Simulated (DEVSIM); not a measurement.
Device: illuminated CdTe p-on-n cell, one wavelength, at 350 K.

Layer 1 from the left is CdTe, thickness (μm) 0.140, Na (cm⁻³) 1.7e18, τn (s) 2.4e-8, τp (s) 1.2e-8, absorption coefficient (cm⁻¹) 9100. Layer 2 from the left is CdTe, thickness (μm) 4.70, Nd (cm⁻³) 6.6e16, τn (s) 5.1e-8, τp (s) 5.1e-8, absorption coefficient (cm⁻¹) 9100.

Left contact: ohmic, minority electron recombination velocity 7000 cm/s. Right contact: ohmic, minority hole recombination velocity 8000 cm/s. Voltage is applied to the left contact. Recombination: SRH at mid-gap, radiative, Auger. Light enters at the left, 1.2e18 photons cm⁻² s⁻¹, one pass, no reflection. Mobility is constant in doping.

This is a model device: material constants are rounded textbook-type values typed into the input, and sizes, dopings and lifetimes were drawn at random. Values at 300 K; Nc and Nv go as T^1.5, mobilities as T to minus their exponent, the gap by Varshni's rule with the affinity fixed.

CdTe: gap (eV) 1.5, affinity (eV) 4.28, permittivity 10.2, Nc (cm⁻³) 8e17, Nv (cm⁻³) 1.8e19, μn (cm²/Vs) 1000, μp (cm²/Vs) 80, T exponent of μn 1.7, T exponent of μp 1.5, B (cm³/s) 1e-10, Cn (cm⁶/s) 1e-30, Cp (cm⁶/s) 1e-30, Varshni α (eV/K) 0.00031, Varshni β (K) 108.

Simulated with DEVSIM: 1D drift-diffusion, Boltzmann statistics, complete ionisation; no tunnelling, impact ionisation, image-force lowering or self-heating.

Dark forward current:

| |V| (V) | |J| (A/cm²) |
|---|---|
| 0.05 | 1.851e-10 |
| 0.10 | 5.834e-10 |
| 0.15 | 1.499e-9 |
| 0.20 | 3.644e-9 |
| 0.25 | 8.697e-9 |
| 0.30 | 2.062e-8 |
| 0.35 | 4.882e-8 |
| 0.40 | 1.157e-7 |
| 0.45 | 2.748e-7 |
| 0.50 | 6.551e-7 |
| 0.55 | 1.571e-6 |
| 0.60 | 3.802e-6 |
| 0.65 | 9.359e-6 |
| 0.70 | 2.375e-5 |
| 0.75 | 6.367e-5 |
| 0.80 | 0.0001867 |
| 0.85 | 0.0006207 |
| 0.90 | 0.002376 |
| 0.95 | 0.01027 |
| 1.00 | 0.04834 |
| 1.05 | 0.2387 |
| 1.10 | 1.201 |
| 1.15 | 5.902 |
| 1.20 | 26.04 |
| 1.25 | 96.99 |
| 1.30 | 320.9 |

Q: Work out the local ideality factor n = ΔV / (kT/q · ln(J2/J1)) between the rows 0.15 and 0.20 V, 1.05 and 1.10 V, 1.25 and 1.30 V.

A: kT/q = 30.16 mV. From 0.15 to 0.20 V: ln(3.644e-9/1.499e-9) = 0.888, n = 1.87, near the 2 of recombination in the depletion region. From 1.05 to 1.10 V: ln(1.201/0.2387) = 1.616, n = 1.03, near the 1 of diffusion or emission over a barrier. From 1.25 to 1.30 V: ln(320.9/96.99) = 1.197, n = 1.39; the layers' resistance at their doping, Σ W/(qμN) = 5.9e-5 Ω cm², would take 13 mV of this step of 50 mV.

Q: What current could the absorbed light give at most, and what share is collected?

A: Σ αd = 4.40, so qΦ(1 − exp(−Σ αd)) = 190 mA/cm². The simulated short-circuit current is 148.6 mA/cm², a share of 0.78.

Q: Estimate the open-circuit voltage by superposition: the voltage at which the dark current equals that short-circuit current.

A: Interpolating ln J in the table gives 1.035 V. The simulation gives 1.034 V, the same within the digits that matter. Superposition holds where collection doesn't change with voltage.

Q: Estimate the fill factor from FF0 = (v − ln(v + 0.72))/(v + 1), v = qVoc/(nkT), with n from the dark curve.

A: The rows about Voc, 1.00 and 1.05 V, give n = 1.04, so v = 33.0 and FF0 = 0.867. The simulation gives 0.847; the estimate lies 2.4 % above.
